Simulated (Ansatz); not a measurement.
Start from MoTe2 (space group Fm-3m, No. 225; a = 6.565 Å; a hypothetical phase, not in the database extracts checked; relaxed with 0.1 eV smearing). Axes: x, y, z lie along the cube axes.

Now apply this change: the cell is compressed by 3.77 % along z with no lateral relaxation, atoms relaxed at fixed cell.

Levels (all Ansatz, a first-principles code, PAW, earlier PAW set): PBEsol (420 eV, scalar-relativistic without spin-orbit coupling); r2SCAN (500 eV, no spin-orbit coupling).

The geometry is relaxed with PBEsol.

```
Property          Result
---------------  -------
PBEsol pressure  4.2 GPa
```

Problem. What does r2SCAN give at this geometry for the pressure?

Solution. The pressure goes up by 3.85 GPa to 8.1 GPa.

Single points use the geometry relaxed with PBEsol. Their cutoffs differ, which shifts pressures a little. The cells carry an imposed strain or load. Stability against distortions was not tested. The final runs are not spin-polarised. MoTe2 has a high density of states at the Fermi level and may be magnetic at this level.
